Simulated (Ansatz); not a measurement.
**GaP: x(Al) = 0.25, 8 atoms, P-43m**

Take GaP in the zinc blende structure (space group F-43m, No. 216; a = 5.438 Å) as the base.

The other end (x = 1) is AlGa in the zinc blende structure (space group F-43m, No. 216; a hypothetical phase, not in the database extracts checked): 24.83 Å³/atom, gap zero; this end may not be an ambient phase.

Now apply this change: Al replaces 25.0 % of the P, ordered in a cell of 8 atoms (starting symmetry P-43m) and fully relaxed.

Level of theory: Ansatz (a first-principles code), PBEsol, PAW, cutoff 420 eV, no spin-orbit coupling. Settings: 9×9×9 k-points, 0.05 eV Fermi–Dirac smearing, for the changed cell.

The density shrinks by 0.27 g/cm³, from 4.16 g/cm³ to 3.89 g/cm³ and the band gap becomes zero (base: 1.45 eV). The mixing energy is +0.11 eV/atom (to 0.01 eV only: unlike meshes or grids) (against an end that may be hypothetical) and the deviation of the volume from the linear (Vegard-type) interpolation comes out as +0.1 %. The mean first-shell distances is P–Ga 2.379 Å (end compound 2.355 Å), Al–Ga 2.469 Å (end compound 2.527 Å).

Each cell is one ordered arrangement of few atoms, which overstates ordering effects compared with a random alloy. Stability against distortions was not tested. The final runs are not spin-polarised.
